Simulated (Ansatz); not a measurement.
The parent structure is BAs in the zinc blende structure (space group F-43m, No. 216; a = 4.784 Å). Axes: x, y, z lie along the cube axes.

Computed with Kohn–Sham DFT with the r2SCAN functional, run in Ansatz (a first-principles code) with PAW and 500 eV plane waves, no spin-orbit coupling.

Before the change:

```
Quantity                            Result
---------------------  -------------------
Valence-band top at Γ  0.00, 0.00, 0.00 eV
Smallest direct gap                3.44 eV
Band gap                           1.38 eV
```

Now apply this change: compressive biaxial strain of 0.50 % in the plane normal to [001], as in epitaxy on a mismatched substrate; the out-of-plane cell vector and the atoms relax.

Task: What does the calculation give for the valence-band top at Γ, smallest direct gap, out-of-plane strain, in-plane stress and band gap after the change?

Result: The valence-band top at Γ (three highest levels, from the VBM) changes from 0.00, 0.00, 0.00 eV to 0.00, 0.00, -0.08 eV; the smallest direct gap shrinks by 0.033 eV, from 3.44 eV to 3.40 eV; the out-of-plane strain is +0.23 %; the mean in-plane stress (compression positive) amounts to +1.7 GPa; the band gap falls by 0.07 eV, from 1.38 eV to 1.31 eV.

No phonon test of stability was made.
